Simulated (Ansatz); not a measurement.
W: response to strain and stress

The parent structure is W in the bcc (W type) structure (space group Im-3m, No. 229; a = 3.169 Å). Axes: x, y, z lie along the cube axes.

Strains are applied to the cell and any free atomic positions relax; under biaxial strain the out-of-plane vector relaxes too; under stress the whole cell relaxes.

All numbers come from r2SCAN in Ansatz (plane waves to 500 eV, PAW, without spin-orbit coupling).

Candidates:
(a) uniaxial stress, 8 GPa compression along z
(b) biaxial strain −0.43 %, plane normal [001], relaxed out of plane
(c) isotropic strain −2.19 %
(d) biaxial strain −2.72 %, plane normal [111], relaxed out of plane

Notes on the quantities. energy relative to the base: free energy F.

### Question
Order them by energy relative to the base, lowest first.

### Answer
(b) biaxial strain −0.43 %, plane normal [001], relaxed out of plane (+1.1 meV/atom), (a) uniaxial stress, 8 GPa compression along z (+7.1 meV/atom), (d) biaxial strain −2.72 %, plane normal [111], relaxed out of plane (+40 meV/atom), (c) isotropic strain −2.19 % (+73 meV/atom)

Without a gap, meshes like the base's 21×21×21 leave anisotropic stresses uncertain by several tenths of a GPa, and small strain energies with them. Stability under load was not tested beyond the relaxation. The final runs are not spin-polarised.

Ansatz is a quantum-chemistry and plane-wave program.
